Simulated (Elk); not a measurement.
**Short convergence ladders for Pb (Fm-3m, 1 atom in the cell)**

```
CELL_PARAMETERS angstrom
      0.00000     2.46758     2.46758
      2.46758     0.00000     2.46758
      2.46758     2.46758     0.00000
ATOMIC_POSITIONS crystal
  Pb 0.00000 0.00000 0.00000
```

Base method: Elk 10.2.4 with PBE, all-electron FP-LAPW, Elk's shipped species files, default APW+lo basis.

Base settings: xctype = 20; swidth = 0.00367493 Ha; ngridk = 8 8 8; maxscl = 100.

**The width of Fermi-Dirac smearing**

In this ladder: ngridk = 13 13 13.

Narrow widths need finer meshes than wide ones, so the last steps can hold mesh noise.

Only quantities that move along the ladder and can be compared are tabulated; pressure and forces are left out, as mesh noise rules them at narrow widths.

```tsv
swidth	free energy less the last step's (meV/atom)	energy extrapolated to zero width less the last step's (meV/atom)
0.0367493 Ha	-885.22	8.77
0.0183747 Ha	-207.57	4.76
0.0110248 Ha	-68.27	0.06
0.00734986 Ha	-25.65	-0.39
0.00367493 Ha	0.00	0.00
```

Widest swidth that holds the free energy within 5 meV/atom: not settled: the last two steps still differ by 26 meV/atom, over half the tolerance, so the ladder does not show it.

Widest swidth that holds the energy extrapolated to zero width within 2 meV/atom of the last step, with all finer ones: 0.0110248 Ha; the step before is off by 4.8 meV/atom.

The extrapolation to zero width removes most of the smearing's effect on the energy.

**The width of Gaussian smearing**

In this ladder: ngridk = 13 13 13; stype = 0.

Narrow widths need finer meshes than wide ones, so the last steps can hold mesh noise.

Only quantities that move along the ladder and can be compared are tabulated; pressure and forces are left out, as mesh noise rules them at narrow widths.

| swidth | total energy (no entropy term) less the last step's (meV/atom) |
|---|---|
| 0.0367493 Ha | 129.84 |
| 0.0183747 Ha | 31.24 |
| 0.0110248 Ha | 10.74 |
| 0.00734986 Ha | 5.25 |
| 0.00367493 Ha | 1.52 |
| 0.00183747 Ha | 0.00 |

Widest swidth that holds the total energy (no entropy term) within 2 meV/atom: not settled: the last two steps still differ by 1.5 meV/atom, over half the tolerance, so the ladder does not show it.

**The width of Methfessel-Paxton smearing**

In this ladder: ngridk = 13 13 13; stype = 1.

Narrow widths need finer meshes than wide ones, so the last steps can hold mesh noise.

Only quantities that move along the ladder and can be compared are tabulated; pressure and forces are left out, as mesh noise rules them at narrow widths.

| swidth | total energy (no entropy term) less the last step's (meV/atom) |
|---|---|
| 0.0367493 Ha | -5.92 |
| 0.0183747 Ha | -0.95 |
| 0.0110248 Ha | 0.17 |
| 0.00734986 Ha | 1.60 |
| 0.00367493 Ha | 0.20 |
| 0.00183747 Ha | 0.00 |

Widest swidth that holds the total energy (no entropy term) within 5 meV/atom of the last step, with all finer ones: 0.0183747 Ha; the step before is off by 5.9 meV/atom.

On the base run: the starting cell has typed, rounded lattice constants, without a prior relaxation at this level. Its lattice was rescaled by up to half a per cent. Values depend on the basis (sphere radii, cutoffs, local orbitals), which need not be converged.

Left out of this page: 5 runs of the series outside the window shown, repeating another row's setting, or not comparable.
